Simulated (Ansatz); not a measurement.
Consider Mg₂Sn (space group Fm-3m, No. 225; a = 6.664 Å; relaxed with 0.1 eV smearing).

Calculations: LDA, PAW, 420 eV (Ansatz, a quantum-chemistry and plane-wave program; no SOC).

Strains are applied to the cell and any free atomic positions relax.

One change was made to it. Results:

The energy rises by 3.1 meV/atom; the pressure goes from zero to -1.3 GPa.

### Question
Which change produced these results?
A. isotropic strain −1.50 %
B. isotropic strain +1.00 %
C. isotropic strain −2.00 %
D. isotropic strain +3.00 %

### Answer
B, isotropic strain +1.00 %. For comparison, the energy relative to the base in the other runs: isotropic strain −2.00 % gives +14 meV/atom; isotropic strain −1.50 % gives +7.7 meV/atom; isotropic strain +3.00 % gives +26 meV/atom.

No phonon test of stability was made.
